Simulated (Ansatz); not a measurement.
**A computed series for Zr2InN: element substitutions**

The reference is Zr$_{2}$InN (space group P6_3/mmc, No. 194; a = 3.2618 Å, c = 14.7987 Å; a cell from a computed database, its experimental status unchecked).

Each row replaces one element on all its sites; cell and atoms are relaxed.

Level of theory: Ansatz (an electronic-structure program), PBEsol, PAW, cutoff 420 eV, no spin-orbit coupling.

```json
[
 {"case": "base", "density": "7.58 g/cm³", "c/a ratio": "4.537"},
 {"case": "N → Bi", "density": "8.46 g/cm³", "c/a ratio": "4.127"},
 {"case": "In → Al", "density": "5.77 g/cm³", "c/a ratio": "4.441"},
 {"case": "In → Cd", "density": "7.50 g/cm³", "c/a ratio": "4.471"}
]
```

Whether these cells are dynamically stable was not tested. As relaxed here, Zr2InBi and Zr2CdN are hypothetical phases, not in the database extracts checked. For Zr2AlN in this form, whether it has been made was not checked. The final runs are not spin-polarised. Zr2InBi has a high density of states at the Fermi level and may be magnetic at this level.
